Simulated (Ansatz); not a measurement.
# Carrier doping in hypothetical CdI2 type HfO2

Start from HfO$_{2}$ in the CdI2 type structure (space group P-3m1, No. 164; a = 3.227 Å, c = 4.557 Å; a hypothetical phase, not in the database extracts checked; layered, stacked along the Cartesian z axis).

Carriers are added at fixed cell with a uniform background; the Fermi–Dirac width is that of 300 K.

Computed with r2SCAN+rVV10 in Ansatz (plane waves to 500 eV, PAW, without spin-orbit coupling), earlier PAW set.

Notes on the quantities. Fermi level from band edge: Fermi level relative to the doped band's edge (positive inside the band; to 0.05 eV).

```csv
electron density (10^21 cm⁻³),Fermi level from band edge (eV)
1.5,0.10
2,0.10
3,?
20,0.75
```

Problem. Fit E_F = C n^s, fitted as a line in log–log form (a parabolic band gives s = 2/3) to the rows shown and predict the withheld row.

Solution. Least squares on the printed values gives C = 0.06 eV, s = 0.82 (largest residual 0.01 eV); this predicts 0.16 eV, and the run gives 0.15 eV, in agreement.

Carriers are added with a uniform compensating background; total energy and stress of such cells depend on the potential's zero and are not compared; many-body gap narrowing is missing at this level. Whether these cells are dynamically stable was not tested.

Ansatz is an electronic-structure program.
